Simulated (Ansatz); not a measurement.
# BaO (P6₃/mmc, No. 194, 4 atoms in the cell; start mp-1008500; a measured phase of this formula has another space group)

Method: PBE0 in Ansatz (plane waves, PAW).

Settings: plane-wave cutoff 460 eV, 9×9×4 k mesh (along the axes of the cell as run), Fermi–Dirac smearing 0.01 eV, scalar-relativistic PAW data made under PBE.

Cell (relaxed with PBEsol):

BaO is taken in the hexagonal space group P6₃/mmc (No. 194), the NiAs type structure, Pearson symbol hP4. Lattice parameters: a = 3.746 Å, b = 3.746 Å, c = 6.538 Å, α = 90.00°, β = 90.00°, γ = 120.00°. Ba on 2c has 6 O at 2.711 Å (trigonal prismatic). O on 2a is coordinated by 6 Ba at 2.711 Å (octahedral). (Neighbours: up to the widest gap in distance over summed covalent radii, below 1.35, at either atom; cation-cation and far metal-metal contacts left out.)

```json
{
 "band_gap": "4.55 eV",
 "smallest_direct_gap_on_the_k_points_sampled": "4.56 eV",
 "Γ–Γ gap": "5.54 eV"
}
```

Note: cell and atoms aren't relaxed at this level (pressure 2.2 GPa).

Spin–orbit coupling is not included.

Static lattice: no zero-point or thermal effects.

It cost roughly 8 core-minutes of CPU time.

A start named mp-… is a Materials Project structure, which need not be a measured phase.

Ansatz is a first-principles code.
